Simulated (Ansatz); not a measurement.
Start from CdTe in the zinc blende structure (space group F-43m, No. 216; a = 6.4887 Å).

Computed with plane-wave PAW DFT at the PBEsol level (Ansatz, a quantum-chemistry and plane-wave program, 420 eV), without spin-orbit coupling.

Before the change:

Valley order: Γ 0.65 eV; L along ⟨111⟩ 1.74 eV
Electron mass: 0.055 mₑ (at Γ)

Now apply this change: cell and atoms relaxed at a pressure of 2.1 GPa.

Problem. How does this affect the valley order and electron mass?

Solution. The valley order (the lowest conduction-band minima on the path, energy above the VBM, named in the base's zone) changes from Γ 0.65 eV; L along ⟨111⟩ 1.74 eV to Γ 0.78 eV; L along ⟨111⟩ 1.78 eV; the electron mass goes from 0.055 mₑ (at Γ) to 0.063 mₑ (at Γ).

Spin-orbit coupling, missing from the scalar runs, can matter with Te. The levels and masses belong to the bands next to the band gap. Load acts through the strain it causes; cell and atoms are relaxed under it. Masses are band curvatures over ±0.01 Å⁻¹ around the edge. No phonon test of stability was made. Tetrahedral semiconductors of this kind turn to denser phases somewhere between about 1 and 50 GPa; those were not computed, so compressed cells here can lie past the real transition.
